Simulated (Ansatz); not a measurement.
Defect migration in rock-salt MgO: interstitial Cu, charge state +1. Level of theory: PBE, PAW (plane waves to 420 eV; Ansatz, a program for electronic structure).

Settings: 64 host sites, the relaxed PBE lattice, the Γ point alone, smearing 0.01 eV, spin-restricted, no image-charge correction. Energies are static. The charge state is imposed; whether it is stable for some Fermi level was not computed. Sites that were not tried may lie lower.

Barriers: single points on a 2×2×2 k-point mesh shifted by half a step at the bands' geometries.

Relaxed starting cell (atoms counted from 1):

```xyz
65
Lattice="8.5072 0.0000 0.0000 0.0000 8.5072 0.0000 0.0000 0.0000 8.5072" Properties=species:S:1:pos:R:3 pbc="T T T"
Mg    -0.0011    -0.0030     0.0047
Mg    -0.0376    -0.0394     4.2654
Mg    -0.0377     4.2577    -0.0319
Mg    -0.0099     4.2641     4.2719
Mg     4.2592    -0.0403    -0.0325
Mg     4.2657    -0.0114     4.2720
Mg     4.2658     4.2645    -0.0039
Mg     4.4746     4.4739     4.4823
O      2.1301    -0.0058     0.0020
O      2.1126    -0.0385     4.2759
O      2.1124     4.2683    -0.0310
O      2.0513     4.3270     4.3350
O      6.3827    -0.0008     0.0070
O      6.3886    -0.0064     4.2593
O      6.3887     4.2515     0.0013
O      6.4215     4.2693     4.2771
Mg    -0.0094     2.1159     2.1237
Mg    -0.0374     2.1221     6.4271
Mg    -0.0374     6.4195     2.1300
Mg    -0.0009     6.3833     6.3909
Mg     4.4676     1.9106     1.9179
Mg     4.2655     2.1152     6.3987
Mg     4.2655     6.3907     2.1231
Mg     4.2589     6.4218     6.4295
O      2.0564     2.0561     2.0636
O      2.1126     2.1112     6.4250
O      2.1126     6.4171     2.1189
O      2.1303     6.3864     6.3941
O      6.4193     2.1109     2.1187
O      6.3885     2.1286     6.3943
O      6.3885     6.3866     2.1364
O      6.3826     6.3808     6.3885
Mg     2.1175    -0.0106     2.1238
Mg     2.1239    -0.0391     6.4270
Mg     1.9141     4.4633     1.9216
Mg     2.1169     4.2638     6.3983
Mg     6.4218    -0.0399     2.1300
Mg     6.3850    -0.0027     6.3908
Mg     6.3922     4.2641     2.1231
Mg     6.4235     4.2574     6.4294
O     -0.0039    -0.0059     2.1360
O      0.0010    -0.0008     6.3887
O     -0.0378     4.2684     2.1187
O     -0.0044     4.2516     6.3943
O      4.2701    -0.0396     2.1184
O      4.2533    -0.0065     6.3945
O      4.3306     4.3299     2.0552
O      4.2708     4.2695     6.4285
Mg     2.1174     2.1161    -0.0031
Mg     1.9147     1.9143     4.4711
Mg     2.1239     6.4193    -0.0313
Mg     2.1171     6.3904     4.2714
Mg     6.4220     2.1223    -0.0322
Mg     6.3922     2.1154     4.2718
Mg     6.3850     6.3832     0.0050
Mg     6.4234     6.4217     4.2650
O     -0.0040     2.1282     0.0019
O     -0.0375     2.1111     4.2760
O      0.0009     6.3810     0.0069
O     -0.0043     6.3866     4.2594
O      4.2701     2.1106    -0.0321
O      4.3302     2.0482     4.3379
O      4.2533     6.3869     0.0013
O      4.2708     6.4204     4.2771
Cu     3.2044     3.1964     3.2033
```
Cell charge +1.

End state 1 differs by these moves (Å; atoms that move under 0.08 Å are left out):

```
atom  element     Δx     Δy     Δz
----  -------  -----  -----  -----
8          Mg   0.00   0.00  -0.45
12          O   0.00   0.00  -0.15
21         Mg  -0.20   0.20   0.20
22         Mg   0.20  -0.20   0.20
25          O   0.06   0.06   0.03
26          O  -0.06  -0.06   0.03
35         Mg   0.20  -0.20   0.20
36         Mg  -0.20   0.20   0.20
47          O  -0.06  -0.06   0.04
48          O   0.06   0.06   0.04
50         Mg   0.00   0.00  -0.42
62          O   0.00   0.00  -0.16
65         Cu   0.00   0.00   2.11
```

**Question.** What is the computed forward and backward barriers to end state 1 (PBE, PAW)?

**Answer.** forward 0.32 eV, backward 0.32 eV; at the saddle point atom 65 has neighbours 2 Mg at 2.10; 2 O at 1.77 Å. The program found a first-order saddle point.
